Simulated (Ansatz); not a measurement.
The reference is Ru in the hcp (Mg type) structure (space group P6_3/mmc, No. 194; a = 2.705 Å, c = 4.260 Å). Axes: x lies along a and z along c of the hexagonal cell.

Structures relaxed with DFT with r2SCAN, PAW potentials and a 500 eV plane-wave cutoff in Ansatz (a quantum-chemistry and plane-wave program), scalar-relativistic without spin-orbit coupling.

Base:

Simulated powder pattern, Cu Kα1, λ = 1.54056 Å (kinematic, ideal powder, no thermal factors, no anomalous dispersion; the 10 strongest lines at most, above 2 %, up to 2θ = 90°):

| 2θ (°) | I/Imax (%) | hkl |
|---|---|---|
| 38.40 | 25 | (100) |
| 42.40 | 25 | (002) |
| 44.09 | 100 | (101) |
| 58.52 | 14 | (102) |
| 69.45 | 16 | (110) |
| 78.74 | 17 | (103) |
| 82.25 | 2.6 | (200) |
| 84.86 | 19 | (112) |
| 86.02 | 14 | (201) |

After one change:

Simulated powder pattern, Cu Kα1, λ = 1.54056 Å (kinematic, ideal powder, no thermal factors, no anomalous dispersion; the 10 strongest lines at most, above 2 %, up to 2θ = 90°):

```
2θ (°)  I/Imax (%)
------  ----------
39.16           25
41.95           27
44.66          100
58.73           14
70.97           16
78.54           18
84.18          2.6
86.00           20
87.86           14
```

Task: Which of these changes matches the shifts?
(A) uniaxial strain ε_xx = +5.47 %
(B) biaxial strain −1.87 %, plane normal [001], relaxed out of plane
(C) biaxial strain +0.54 %, plane normal [001], relaxed out of plane
(D) isotropic strain −0.73 %

Result: B, biaxial strain −1.87 %, plane normal [001], relaxed out of plane. Its volume per atom is 13.13 Å³ against 13.49 Å³, and its space group is P6_3/mmc (No. 194).

Whether these cells are dynamically stable was not tested. The final runs are not spin-polarised.
